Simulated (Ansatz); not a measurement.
**Al2Cu: Cu on a Al site (antisite), symmetric start**

Take a 24-atom supercell of Al2Cu (space group I4/mcm, No. 140; a = 6.0020 Å, c = 4.8145 Å) at its relaxed geometry as the base.

Perturbation: one Al atom is replaced by Cu, atoms relaxed at fixed cell.

Calculations: PBEsol/PAW in Ansatz (a first-principles code), no spin-orbit coupling, earlier PAW set. Γ-centred 6×6×6 mesh, Fermi–Dirac width 0.05 eV.

The pressure goes from zero to -1.4 GPa and the energy gained by relaxation is 0.07 eV. The largest displacement of a host atom from its site in the perfect cell amounts to 0.12 Å and the mean distance from the defect site to its nearest host atoms increases by 0.03 Å, from 2.56 Å to 2.59 Å.

In so small a cell the defect repeats every few ångströms: this is an ordered compound, not a dilute defect. The defect started on the symmetric site and kept its symmetry, so it may sit on a saddle. The final runs are not spin-polarised. The defect cell is not spin-polarised.
